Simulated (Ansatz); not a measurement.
The reference is Ti3Al (space group P6_3/mmc, No. 194; a = 5.7471 Å, c = 4.6315 Å).

Method: r2SCAN (Ansatz, a first-principles code), no SOC.

For the base:

* **Pressure**: 0.0 GPa
* **Band gap**: zero

The change: the cell is scaled by 1.0049 in all directions, atoms relaxed at fixed cell.

Q: What does the calculation give for the pressure after the change?

A: The pressure (mean of the normal stresses, compression positive) goes from zero to -1.7 GPa.

Q: How does this affect the energy relative to the base?

A: The energy rises by 1.3 meV/atom.

Q: What does the calculation give for the band gap after the change?

A: The band gap stays zero.

The cells carry an imposed strain or load. Stability against distortions was not tested. The final runs are not spin-polarised.
